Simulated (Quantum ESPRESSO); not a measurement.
## A short convergence ladder for HfN (Fm-3m, 2 atoms in the cell)

```xyz
2
Lattice="-2.2487 0.0000 2.2487 0.0000 2.2487 2.2487 -2.2487 2.2487 0.0000" Properties=species:S:1:pos:R:3 pbc="T T T"
Hf     0.0000     0.0000     0.0000
N     -2.2487     2.2487     2.2487
```

Base method: PBEsol, PseudoDojo standard norm-conserving (PBESOL) pseudopotentials (plane waves; Quantum ESPRESSO).

Base settings: ecutwfc = 85 Ry; occupations = smearing; smearing = fermi-dirac; degauss = 0.0073499 Ry; potentials = {Hf: Hf.upf, N: N.upf}; K_POINTS = automatic 13 13 13 0 0 0; conv_thr = 1e-10 Ry.

**Zone-centre phonons against the cutoff**

In this ladder: ph.x.tr2_ph = 1e-14; ph.x.fildyn = dyn.G; dynmat.x.fildyn = dyn.G; dynmat.x.asr = crystal.

The mesh stays at the base's, so the ladder's end is converged at best in this setting alone.

Frequencies are those of the unrelaxed cell, without the LO-TO term of polar crystals.

Only quantities that move along the ladder and can be compared are tabulated.

```tsv
ecutwfc	highest zone-centre frequency (cm⁻¹)
42 Ry	497.7
51 Ry	502.3
59 Ry	503.0
128 Ry	503.1
```

Coarsest ecutwfc that holds the highest zone-centre frequency within 2 cm⁻¹ of the last step, with all finer ones: 51 Ry; the step before is off by 5.4 cm⁻¹.

On the base run: the starting cell has typed, rounded lattice constants, without a prior relaxation at this level. Its lattice was rescaled by up to half a per cent.
